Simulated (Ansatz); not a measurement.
The starting structures come from a database of crystals and need not be the phases stable at ambient conditions.

Inside the gap of an insulator the Bloch states are evanescent, with a wavenumber k + iκ along the transport direction.

Here is the system:

```
LaClSe
1.0
    4.36310     0.00000     0.00000
    0.00000     7.64305     0.00000
    0.00000     0.00000     9.14307
La Se Cl
4 4 4
Cartesian
  3.27233   5.79886   7.94167
  1.09078   1.84419   1.20140
  1.09078   5.66572   3.37014
  3.27233   1.97733   5.77293
  3.27233   7.33007   1.56987
  1.09078   0.31298   7.57320
  1.09078   4.13451   6.14140
  3.27233   3.50854   3.00167
  3.27233   2.79025   8.59677
  1.09078   4.85280   0.54630
  1.09078   1.03128   4.02524
  3.27233   6.61177   5.11783
```

Space group of this cell: Pnma. The cell is taken as given.

Transport runs along the normal of the first two printed cell vectors.

The gap is the functional's own. No spin-orbit coupling. Mid-gap values are interpolated on the energy grid.

Q: Estimate the band gap and the smallest decay constant κ at mid-gap that r2SCAN run with Ansatz (a program for electronic structure) returns for this system.

A: Gap 1.69 eV on a 8×4×4 mesh; κ = 0.228 1/Å, at the zone centre.
